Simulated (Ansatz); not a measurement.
The parent structure is HfN in the rock salt structure (space group Fm-3m, No. 225; a = 4.548 Å).

Computed with DFT with PBE, PAW potentials and a 420 eV plane-wave cutoff in Ansatz (an electronic-structure program), scalar-relativistic without spin-orbit coupling.

Before the change:

| Property | Result |
|---|---|
| Lattice parameter a | 4.548 Å |

Perturbation: a hydrostatic pressure of 9 GPa.

**Question.** Predict the new lattice parameter a.

**Answer.** The lattice parameter a drops by 0.048 Å, from 4.548 Å to 4.500 Å.

Load acts through the strain it causes; cell and atoms are relaxed under it. Stability against distortions was not tested. Competing high-pressure phases were not computed. All final runs are without spin polarisation. An odd electron count without spin: HfN.
